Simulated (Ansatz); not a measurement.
# TiAl3 under a change: uniaxial stress, 1 GPa tension along x

Start from TiAl₃ (space group I4/mmm, No. 139; a = 3.826 Å, c = 8.553 Å; relaxed with 0.1 eV smearing). Axes: x, y, z lie along a, b, c of the conventional cell.

The change: uniaxial stress, 1 GPa tension along x; all other stress components relax to zero.

Method: plane-wave PAW DFT at the r2SCAN level (Ansatz, a first-principles code, 500 eV), without spin-orbit coupling, earlier PAW set. Γ-centred 21×21×21 mesh, Fermi–Dirac width 0.1 eV.

| quantity | base | changed | shift |
|---|---|---|---|
| volume per atom | 15.65 Å³ | 15.69 Å³ | +0.04 Å³ |
| space group | I4/mmm (No. 139) | Immm (No. 71) | – |
| shortest interatomic distance | 2.705 Å | 2.710 Å | +0.005 Å |
| energy relative to the base (free energy F) | 0 meV/atom | +0.3 meV/atom | +0.3 meV/atom |
| band gap | zero | zero | – |
| strain response (xx, yy, zz) | – | (+0.60, −0.24, −0.07) % | – |

Beyond what the load breaks, stability against distortions was not tested. The final runs are not spin-polarised.
